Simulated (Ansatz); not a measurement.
Cost and result by functional for the surface energy of the (20-23) surface of hcp Sc in its 1x1 cell, outermost plane spacing 0.18 Å in the ideal cut, in Ansatz (plane waves, PAW). Single points on the PBE structure, on one kind of machine; costs are rough ratios of the slab run's core time (references not counted) to the cheapest single point. r2SCAN's cost holds its higher cutoff (500 against 420 eV). Differences are taken against r2SCAN for comparison alone: no measured value is at hand, so the table doesn't rank accuracy.

Model: 20-atom slab, 10.1 Å thick at the start (thin: gaps and levels are the slab's own), 11x3x1 mesh, Fermi-Dirac 0.1 eV, dipole correction, all atoms relaxed; held to the part of the start's symmetry that mesh and held atoms allow; no spin, no spin-orbit, no U. These notes are the PBE run's.

| functional | relative cost | surface energy (J/m²) | less r2SCAN (J/m²) |
|---|---|---|---|
| LDA | 1 | 1.39 | 0.09 |
| PBEsol | 1 | 1.34 | 0.03 |
| RPBE | 1 | 1.13 | -0.17 |
| r2SCAN | 2 | 1.30 | 0.00 |
| PBE (the relaxed run's value) | – | 1.23 | -0.07 |

The values span 0.26 J/m², while the single points' costs differ by a factor of roughly 2. Differences are of unrounded values.

Ansatz is an electronic-structure program.
